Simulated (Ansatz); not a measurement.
Density of states of NbN (P6/mmm, 6 atoms in the cell).

```yaml
crystal:
  lattice:
    - [4.73067, 0.00000, 0.00000]
    - [-2.36533, 4.09688, 0.00000]
    - [0.00000, 0.00000, 3.81724]
  atoms:
    - { symbol: N, position: [0.50000, 0.00000, 0.00000] }
    - { symbol: N, position: [0.50000, 0.50000, 0.00000] }
    - { symbol: N, position: [0.00000, 0.50000, 0.00000] }
    - { symbol: Nb, position: [0.00000, 0.00000, 0.00000] }
    - { symbol: Nb, position: [0.33333, 0.66667, 0.50000] }
    - { symbol: Nb, position: [0.66667, 0.33333, 0.50000] }
```

Method of the run: PBE (plane waves, PAW; Ansatz, a first-principles code).

SCF settings: basis.ecutwfc = 30.9 Ry; kpoints.mp_grid.grid = 8 8 9; hamiltonian.xc = pbe; hamiltonian.pseudopotentials = {kind: paw} (the program's default PAW files); scf.occupations.method = fermi_dirac; scf.occupations.width = 0.0073 Ry. Keys of the DOS step: output.dos.nscf_kmesh.grid = 8 8 9.

The starting cell was generated: these elements placed on a structure prototype, without a prior relaxation; it need not be a known phase or ordering of this composition. Its lattice was rescaled by a random factor within 2.5 % of one. Spin polarisation is off.

Total DOS (both spins), as means of the tabulated values in each energy bin; the zero is the program's Fermi level or highest filled level, and the curve is cut to this window:

| E (eV) | states/eV/cell |
|---|---|
| -7.75 | 0.05 |
| -7.25 | 0.54 |
| -6.75 | 2.97 |
| -6.25 | 2.92 |
| -5.75 | 3.91 |
| -5.25 | 5.28 |
| -4.75 | 5.32 |
| -4.25 | 2.79 |
| -3.75 | 2.02 |
| -3.25 | 2.84 |
| -2.75 | 5.35 |
| -2.25 | 2.28 |
| -1.75 | 1.73 |
| -1.25 | 1.91 |
| -0.75 | 3.14 |
| -0.25 | 5.01 |
| 0.25 | 5.29 |
| 0.75 | 6.01 |

Around zero the curve holds about 5.5 states/eV/cell.

Keys are those of Ansatz 0.2.
